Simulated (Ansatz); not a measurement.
Migration barriers: Re-vacancy pair in bcc W, neutral cell

Defect: Re-vacancy pair (Re on one host W site, one W site vacant) in bcc W, neutral cell. Computed with PBE, PAW (plane waves to 420 eV; Ansatz, a program for electronic structure).

Settings: 36 host sites, the relaxed PBE lattice, a 2×2×3 k-point mesh shifted by half a step, smearing 0.10 eV, spin-restricted, no image-charge correction. Energies are static. Spin-orbit coupling is left out. Forms of the defect that were not tried may lie lower.

Barriers: single points on a 3×3×5 k-point mesh shifted by half a step at the bands' geometries (they differ from the bands' own by up to 0.14 eV, and are uncertain by about as much).

| Route | Start site over the lowest site run (eV) | Hop (Å) | Forward barrier (eV) | Backward barrier (eV) | Neighbours at the start | Neighbours at the saddle | Saddle order | Forward, on the band's own sampling (eV) |
|---|---|---|---|---|---|---|---|---|
| direct exchange of Re with the vacancy (Re-vacancy distance between ideal sites 2.76 Å throughout) | 0.00 | 2.75 | 1.75 | 1.75 | 3 W at 2.73, 4 W at 2.75, W at 3.15, 2 W at 3.16, 2 W at 3.18, W at 3.22 Å | 2 W at 2.67, W at 2.68, 2 W at 2.71, W at 2.72, W at 3.23, 2 W at 3.24 Å | not checked, on a symmetry element | 1.60 |

Paths come from climbing-image nudged elastic band runs.  A band can be held on a symmetry element, so unchecked saddle points there may be too high.
